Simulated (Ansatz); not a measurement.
The starting structures come from a database of crystals and need not be the phases stable at ambient conditions.

Tunnelling through a barrier is set by its complex band structure: the current falls as exp(−2κd) with the smallest κ.

Consider the following.

```xyz
8
Lattice="6.3401 0.0000 0.0000 0.0000 9.6533 0.0000 3.1701 0.0000 3.1701" Properties=species:S:1:pos:R:3 pbc="T T T"
Ba     1.5850     8.1579     1.5850
Ba     4.7551     1.4955     1.5850
Cd     3.1701     4.8267     0.0000
Cd     0.0000     4.8267     0.0000
As     1.5850     3.1078     1.5850
As     4.7551     6.5456     1.5850
F      3.1701     0.0000     0.0000
F      0.0000     0.0000     0.0000
```

Space group of this cell: P4/nmm. The cell is taken as given; by r2SCAN its mean pressure is -2.1 GPa.

Transport runs along the normal of the first two printed cell vectors, the (110) plane of the conventional cell.

No gap correction and no spin-orbit coupling; mid-gap values are interpolated between computed energies.

Problem. Estimate the band gap and the smallest decay constant κ at mid-gap that r2SCAN (Ansatz, a quantum-chemistry and plane-wave program) returns for this system.

Solution. Gap 1.28 eV on a 10×4×10 mesh; κ = 0.147 1/Å, at the zone centre.
